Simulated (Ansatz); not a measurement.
Take BeS in the zinc blende structure (space group F-43m, No. 216) as the base.

```xyz
2
Lattice="0.0000 2.4380 2.4380 2.4380 0.0000 2.4380 2.4380 2.4380 0.0000" Properties=species:S:1:pos:R:3 pbc="T T T"
S      3.6570     3.6570     3.6570
Be     0.0000     0.0000     0.0000
```

The values are results of PBE, PAW, 420 eV (Ansatz, an electronic-structure program; without spin-orbit coupling), not measurements.

One change was made to it. Results:

```tsv
quantity	base	after
electron mass	0.84 mₑ along k, 0.29 mₑ across (at X)	0.83 mₑ along k, 0.29 mₑ across (at X)
hole mass (degenerate bands, along [100])	0.34, 0.57, 0.57 mₑ (at Γ)	0.34, 0.57, 0.57 mₑ (at Γ)
density	2.35 g/cm³	2.36 g/cm³
```

### Question
What was done to the base?
(A) pressure 0.3 GPa
(B) pressure 10 GPa
(C) pressure 5 GPa

### Answer
A, pressure 0.3 GPa. For comparison, the electron mass in the other runs: pressure 10 GPa gives 0.80 mₑ along k, 0.28 mₑ across (at X); pressure 5 GPa gives 0.82 mₑ along k, 0.28 mₑ across (at X).

The levels and masses belong to the bands next to the band gap. Load acts through the strain it causes; cell and atoms are relaxed under it. Masses are band curvatures over ±0.01 Å⁻¹ around the edge. Along k means along the line from Γ to the band edge. Stability against distortions was not tested. Competing high-pressure phases were not computed.
